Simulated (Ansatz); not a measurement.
A periodic model of amorphous Si28Te28:

```xyz
56
Lattice="11.5131 0.0000 0.0000 0.0000 11.5131 0.0000 0.0000 0.0000 11.5131" Properties=species:S:1:pos:R:3 pbc="T T T"
Si     3.0378     4.0381     7.7716
Si     0.3865     7.3314     9.4224
Si     6.5831     0.3965     2.1738
Si     9.4076     6.2634     1.2927
Si     9.6492     9.6089     2.9939
Si     0.2252     6.5413     7.1635
Si     2.0001     1.3925    10.4053
Si     1.9965     5.3141     6.0948
Si     2.6918     7.3347    10.1087
Si     8.1479     8.1239     1.9257
Si     4.0593     5.6891     9.0554
Si    10.2154     1.1564    10.2735
Si     3.1828     9.3767     9.0027
Si     6.5272     3.9686     6.2297
Si    10.4636     0.7050     5.9470
Si     6.6410     9.1910     0.3360
Si    10.0260     2.5564     4.5049
Si     8.8346    11.4526     1.9057
Si     9.7165     9.9612     5.3999
Si     0.8892     1.0034     1.7956
Si    10.2230     1.7735     2.2536
Si     5.7686     4.1322     1.4008
Si     8.2483     9.2046     7.2682
Si     3.7178     6.3524     4.6524
Si     7.7988     4.7862     2.3145
Si     0.4456    11.3461    11.2131
Si     7.8975     3.4925     4.2990
Si     9.4649     1.4394     7.9771
Te     4.0919     0.0778     9.8267
Te     1.7297    11.0333     3.6867
Te     8.7429    10.6007    10.9921
Te     0.0180     6.2191     2.6296
Te     5.4567     6.2870     6.8298
Te     6.3234     9.4462     5.4909
Te     9.6028     6.6583    10.2331
Te     7.0027     1.0698     4.5812
Te     4.8646    10.0299     1.9375
Te     6.0382     5.2559    10.6035
Te     5.9389     8.5952     9.4869
Te     0.4476     8.5526     5.5905
Te     3.5347     9.1478     6.4221
Te     3.2787     7.2017     0.9754
Te     4.3816     3.9178     3.6011
Te     0.2176     8.9608     1.5226
Te     6.1907     1.9496     0.2445
Te     9.8116     3.2132     0.1701
Te     8.4689     3.8861     8.0768
Te     2.4012     2.8363     0.9190
Te     0.9131     3.0655     8.7470
Te     9.4439     6.0641     6.2326
Te     0.8561     3.7119     4.3507
Te     1.4799     0.9729     6.1780
Te     7.3364     0.1400     8.0288
Te     4.7631     2.2914     7.0379
Te     0.4743     9.9435     8.9115
Te     6.7873     6.8065     3.5902
```

Level of theory: PBE-D3(BJ), scalar-relativistic without spin-orbit coupling, PAW (Ansatz default set, large-core Te) (plane waves to 420 eV; Ansatz, a quantum-chemistry and plane-wave program).

A CHGNet melt-quench gave the starting glass, which DFT then relaxed. The hot cell started wider than the set density and was brought back towards it in steps. It is the lowest in DFT energy of 2 quenches. It is a model cell: composition and starting density were chosen by hand, and all elements were melted together. The geometry includes D3(BJ) dispersion. Its density started from a set value of 4.59 and ended at 4.74 g/cm³. Cooling (nominally 83 K/ps over its main leg) ran many orders faster than in experiment, which tends to leave more defects and strain. A cell of this size samples the disorder only roughly. The volume was free in the relaxation, at fixed shape. Stress components on the final sampling reach 1.4 GPa. On a 2×2×2 Γ-centred mesh force components of up to 0.16 eV/Å stay, since the relaxation ran on one k-point at (1/4, 1/4, 1/4).

Cut-offs for bonds: Si-Si 2.68 Å, Si-Te 3.06 Å, Te-Te 3.31 Å.

Q: Give the coordination numbers, mean bond lengths and angles.

A: 
```yaml
Mean coordination of Si: 4.00 (2 with 3, 24 with 4, 2 with 5)
Mean coordination of Te: 2.36 (1 with 1, 16 with 2, 11 with 3)
Mean Si-Si bond: 2.384 Å (spread 0.048 Å, 30 counted)
Mean Si-Te bond: 2.605 Å (spread 0.101 Å, 52 counted)
Mean Te-Te bond: 3.075 Å (spread 0.144 Å, 7 counted)
Bond angle at Si: mean 107.9°, spread 15.0°
Bond angle at Te: mean 106.8°, spread 22.1°
```
